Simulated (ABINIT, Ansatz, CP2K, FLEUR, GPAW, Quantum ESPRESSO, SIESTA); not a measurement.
**CuTe (Pmmn, 4 atoms in the cell) computed with different codes at matched settings**

Self-consistent single point.

```yaml
crystal:
  lattice:
    - [3.19743, 0.00000, 0.00000]
    - [0.00000, 3.94576, 0.00000]
    - [0.00000, 0.00000, 7.21942]
  atoms:
    - { symbol: Cu, position: [0.00000, 0.50000, 0.46459] }
    - { symbol: Cu, position: [0.50000, 0.00000, 0.53541] }
    - { symbol: Te, position: [0.00000, 0.00000, 0.23823] }
    - { symbol: Te, position: [0.50000, 0.50000, 0.76177] }
```

All programs got the same cell, k-point mesh and kind of occupations (in Ansatz's words: kpoints.mp_grid.grid = 7 6 3; scf.occupations.method = gaussian; scf.occupations.width = 0.136 eV); potentials, basis and cutoffs are each program's usual ones.

```csv
code,model,pressure (GPa),largest force (eV/Å),k-points,cutoff
CP2K,"LDA (Pade form), GPW, DZVP-MOLOPT-SR-GTH basis, GTH-PADE potentials (GTH_POTENTIALS)",0.45,0.228,64,grid 600 Ry
FLEUR,"LDA (Vosko-Wilk-Nusair), all-electron FLAPW (FLEUR), scalar-relativistic valence",–,0.119,32,Kmax 3.5 1/bohr
ABINIT,"LDA (PW92), PAW (JTH v2.0 LDA PAW)",-1.40,0.065,32,60 Ry
Quantum ESPRESSO,"LDA (PZ), PSlibrary ultrasoft (LDA) pseudopotentials",-1.49,0.055,32,55 Ry
SIESTA,"LDA PW92, numerical atomic orbitals DZP, PseudoDojo LDA standard norm-conserving potentials (rewritten from UPF to PSML)",-0.31,0.564,65,grid 350 Ry
Ansatz,"LDA (PW92), PAW files made with PBE",-1.92,0.086,32,default
GPAW,"LDA (Perdew-Wang 92), GPAW PAW datasets LDA (gpaw-data 1.0.1)",-2.12,0.100,32,850 eV
```

Size of the force on each atom (eV/Å): Sizes of forces hide their directions.

```tsv
code	Cu1	Cu2	Te3	Te4
CP2K	0.060	0.060	0.228	0.228
FLEUR	0.078	0.078	0.119	0.119
ABINIT	0.065	0.065	0.048	0.048
Quantum ESPRESSO	0.055	0.055	0.005	0.005
SIESTA	0.071	0.071	0.564	0.564
Ansatz	0.056	0.056	0.086	0.086
GPAW	0.038	0.038	0.100	0.100
```

A dash marks a value that a program does not give, or that is left out as unsure.

No clean gap comes from CP2K, ABINIT, Quantum ESPRESSO, SIESTA, Ansatz (a quantum-chemistry and plane-wave program) and GPAW: levels at the Fermi energy touch, overlap or are partly filled at this smearing.

The spread over the programs that give each value: pressure within 2.57 GPa; largest force within 0.509 eV/Å.

The starting cell comes from a database of computed structures (which also holds hypothetical and non-ambient phases and stackings), without a prior relaxation at this level. Its lattice was rescaled by a random factor within 2.5 % of one. On Ansatz's run: Spin-orbit coupling is off. Spin polarisation is off. The run gives no clean gap (levels at the Fermi energy touch, overlap or are partly filled at this smearing), which alone does not show that the compound is a metal.

Problem. Why do the programs differ, and what cannot be compared?

Solution. Differences of this kind can come from the potentials, where these differ, and from what each basis and cutoff leave unconverged. The valence holds different numbers of electrons (CP2K 34, FLEUR 54, ABINIT 50, Quantum ESPRESSO 34, SIESTA 70, Ansatz 70, GPAW 34). The zero of total energies and Fermi levels follows the potentials and each program's conventions, so they are not compared here. CP2K and SIESTA use small atom-centred bases, whose incompleteness enters pressures, forces and empty levels differently from a plane-wave cutoff. FLEUR treats all electrons, but the usual bases taken here (sphere radii, linearisation, local orbitals, empty states) were not tested for convergence, so the values are no reference for the others. Ansatz's pressure is given at a fixed set of plane waves, as the other plane-wave codes print theirs; with its correction for the finite basis it is -1.86 GPa. The same LDA comes in different parametrisations, which differ slightly. The programs reduce the same mesh by symmetry to different extents, which changes the work and not the result. In the pressure, CP2K (by 2.16) and SIESTA (by 1.40) lie more than 1 GPa from the median of the plane-wave programs. In the force vectors, CP2K (by 0.273), ABINIT (by 0.093) and SIESTA (by 0.610) lie more than 0.08 eV/Å from the median of the plane-wave programs.

Left out of this page: Elk (not drawn, or without a comparable value).

Keys are those of Ansatz 0.2.
